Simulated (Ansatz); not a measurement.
The reference is Mg2Sn (space group Fm-3m, No. 225).

Method: Ansatz (an electronic-structure program) PBE, spin-orbit coupling left out.

Measured: band gap 0.36 eV (temperature not stated; as listed in Byungki Ryu et al., Journal of the Korean Physical Society (2019)).

Q: Knowing the measured values, estimate what each level computes.

A: 
```json
[
 {"level": "PBE", "band gap": "zero"}
]
```

Computed minus measured — band gap: PBE -0.36 eV. Measured values not marked as corrected hold thermal and zero-point effects that the static-lattice runs lack. A measured gap can be an optical one, lowered by exciton binding. Levels without spin-orbit coupling miss its effect on the gap.

Whether these cells are dynamically stable was not tested.
